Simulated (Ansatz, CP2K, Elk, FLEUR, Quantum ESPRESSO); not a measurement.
**Code comparison for YbTlSe2 (R-3m, 4 atoms in the cell)**

Self-consistent single point, at a second geometry (lattice scaled by 0.98). First geometry:

```
YbTlSe2
1.0
    2.13179     1.23079     7.09795
   -2.13179     1.23079     7.09795
    0.00000    -2.46158     7.09795
Yb Tl Se
1 1 2
Direct
  0.00000   0.00000   0.00000
  0.50000   0.50000   0.50000
  0.74366   0.74366   0.74366
  0.25634   0.25634   0.25634
```

Shared settings, as Ansatz (an electronic-structure program) writes them: kpoints.mp_grid.grid = 6 6 6; scf.occupations.method = fermi_dirac; scf.occupations.width = 0.136 eV. Potentials and cutoffs stand in the table.

```json
[
 {"code": "Ansatz", "model": "PBEsol, PAW files made with PBE", "ΔF from the first geometry (meV/atom)": "-10.9", "pressure (GPa)": "0.38", "largest force (eV/Å)": "0.608", "cutoff": "default"},
 {"code": "CP2K", "model": "PBEsol, GPW, DZVP-MOLOPT-SR-GTH basis, GTH-PBE potentials (GTH_POTENTIALS)", "ΔF from the first geometry (meV/atom)": "-5.5", "pressure (GPa)": "1.10", "largest force (eV/Å)": "0.706", "cutoff": "grid 800 Ry"},
 {"code": "Elk", "model": "PBEsol, all-electron FP-LAPW, Elk's shipped species files, APW+lo basis with extra local orbitals", "ΔF from the first geometry (meV/atom)": "-6.5", "pressure (GPa)": "–", "largest force (eV/Å)": "–", "cutoff": "rgkmax 7.5"},
 {"code": "FLEUR", "model": "PBEsol, all-electron FLAPW (FLEUR), scalar-relativistic valence", "ΔF from the first geometry (meV/atom)": "-3.1", "pressure (GPa)": "–", "largest force (eV/Å)": "0.592", "cutoff": "Kmax 3.9 1/bohr"},
 {"code": "Quantum ESPRESSO", "model": "PBEsol, SSSP 1.1.2 efficiency (PBE) pseudopotentials", "ΔF from the first geometry (meV/atom)": "-11.4", "pressure (GPa)": "0.30", "largest force (eV/Å)": "0.660", "cutoff": "50 Ry"}
]
```

A dash marks a value that a program does not give, or that is left out as unsure.

On Ansatz's run: spin-orbit coupling is off. Spin polarisation is off; with an odd number of electrons in the cell that forces a metal, and a magnetic state may lie lower. The f electrons are in the valence without U or exact exchange, which can misplace them near the Fermi level. Spin-orbit terms, which matter for f shells, are left out.

The spread over the programs that give each value: ΔF from the first geometry within 8.3 meV/atom; pressure within 0.80 GPa; largest force within 0.114 eV/Å.

CP2K uses small atom-centred bases, whose incompleteness enters pressures, forces and empty levels differently from a plane-wave cutoff. Elk and FLEUR treat all electrons, but the usual bases taken here (sphere radii, linearisation, local orbitals, empty states) were not tested for convergence, so the values are no reference for the others. Ansatz's pressure is given at a fixed set of plane waves, as the other plane-wave codes print theirs.

The starting cell comes from a database of computed structures (which also holds hypothetical and non-ambient phases and stackings), without a prior relaxation at this level. For this run, on top of that: lattice scaled by 0.98.

Keys are those of Ansatz 0.2.
